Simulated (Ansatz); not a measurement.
Consider the following.

```yaml
crystal:
  lattice:
    - [0.00000, 2.56432, 2.56432]
    - [2.56432, 0.00000, 2.56432]
    - [2.56432, 2.56432, 0.00000]
  atoms:
    - { symbol: Be, position: [0.00000, 0.00000, 0.00000] }
    - { symbol: Se, position: [0.25000, 0.25000, 0.25000] }
```

These are PBEsol with spin-orbit coupling, rigid bands (plane waves, PAW; Ansatz, a program for electronic structure) values and carry that method's errors. Geometry: cell and atoms relaxed with PBEsol.

Problem. What conductivity effective mass do dilute holes have at 300 K?

Solution. 0.56 mₑ.

Problem. Predict the electron conductivity mass (n e² τ/σ) at 300 K, by direction if it differs.

Solution. 0.35 mₑ.

Problem. And the band gap?

Solution. 2.32 eV at this level; semilocal functionals usually fall short of the measured gap.

Rigid bands, one relaxation time for all states, no polarons.
